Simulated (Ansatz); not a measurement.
A (20,0) carbon nanotube, relaxed period 4.272 Å, atoms relaxed at each strain.

| strain | energy (meV a period) | axial force (nN) |
|---|---|---|
| -0.015 | +515.3 | -26.07 |
| +0.015 | +493.8 | +24.39 |

All values below come from PBE (plane waves to 420 eV, PAW; Ansatz, a quantum-chemistry and plane-wave program). Mesh 1×1×18. No spin polarisation. It repeats along c; a and b span vacuum. An idealised model, rolled from the flat sheet. Only distortions within the start's symmetry and period were free. Buckling under compression is shut out by symmetry and the short period. Energies are free energies at a Fermi–Dirac width of 0.05 eV, from the unstrained cell.

Mean diameter 15.74 Å.

### Question
Work out the axial stiffness dF/dε in two ways, and what it means for a modulus.

### Answer
From the forces: (+24.39 − (-26.07))/0.030 = 1682 nN. From the energies: (E₊ + E₋)/(ε² c) = 1.0091 eV/(0.015² × 4.272 Å) = 1049.8 eV/Å = 1682 nN. The two agree to within 1 %. Spread over the circumference π × 15.74 Å, the force value is a sheet stiffness of 340 N/m.
